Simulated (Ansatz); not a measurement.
For Sc2Al (model structure, started from the MoSi2 type, I4/mmm, No. 139, 3 atoms in the cell), LDA (Ansatz, an electronic-structure program, plane waves, PAW) gives:

```
Item                        Value
-------------------  ------------
lattice parameter a       3.089 Å
c axis length            12.481 Å
bulk modulus B0          75.9 GPa
cohesive energy      4.92 eV/atom
```

What does r²SCAN in Ansatz (PAW) give for the same quantities?


- lattice constant a: 3.145 Å (grows by 1.8 %)
- lattice parameter c: 12.899 Å (increases by 3.3 %)
- bulk modulus: 70.5 GPa (falls by 7.1 %)
- cohesive energy: 4.19 eV/atom (drops by 0.73 eV/atom)

Changes are worked out from the printed values.

Unless a cell is named, each level is at its own relaxed cell (LDA 19.85, r²SCAN 21.26 Å³/atom).

The crystal itself was run without spin with LDA, r²SCAN; a magnetic state was not tried in these runs.

Caveats: the bulk modulus is −V dP/dV from two relaxed cells at ±2 % in volume (LDA, r²SCAN). Ansatz's density-functional and Hartree–Fock values are scalar-relativistic unless marked +SOC, with PAW data made under PBE.

A model structure was made by putting elements into a prototype or built by hand; it is no filed structure, need not be a known phase, and can be a saddle point held by its symmetry.
